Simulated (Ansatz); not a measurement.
The structure below was relaxed with PBEsol/PAW in Ansatz (a first-principles code), spin-orbit coupling left out.

Space group Fm-3m (No. 225); a = 4.204 Å, b = 4.204 Å, c = 4.204 Å, α = 90.00°, β = 90.00°, γ = 90.00°

| atom | site | symmetry | x | y | z |
|---|---|---|---|---|---|
| N | 4a | m-3m | 0.0000 | 0.0000 | 0.0000 |
| Ti | 4b | m-3m | 0.5000 | 0.5000 | 0.5000 |

Write out a cell with all atoms.


```cif
data_N4Ti4
_chemical_formula_sum 'N4 Ti4'
_space_group_name_H-M_alt 'P 1'
_space_group_IT_number 1
_cell_length_a 4.20396
_cell_length_b 4.20396
_cell_length_c 4.20396
_cell_angle_alpha 90.000
_cell_angle_beta 90.000
_cell_angle_gamma 90.000
loop_
_space_group_symop_operation_xyz
  'x, y, z'
loop_
_atom_site_label
_atom_site_type_symbol
_atom_site_fract_x
_atom_site_fract_y
_atom_site_fract_z
_atom_site_occupancy
N1 N 0.00000 0.00000 0.00000 1
Ti1 Ti 0.50000 0.00000 0.00000 1
N2 N 0.00000 0.50000 0.50000 1
Ti2 Ti 0.50000 0.50000 0.50000 1
N3 N 0.50000 0.00000 0.50000 1
Ti3 Ti 0.00000 0.00000 0.50000 1
N4 N 0.50000 0.50000 0.00000 1
Ti4 Ti 0.00000 0.50000 0.00000 1
```
This is the conventional cell.

Stability against distortions was not tested. All final runs are without spin polarisation. An odd electron count without spin: TiN. The cell was made from ZrN by this change: Zr → Ti.
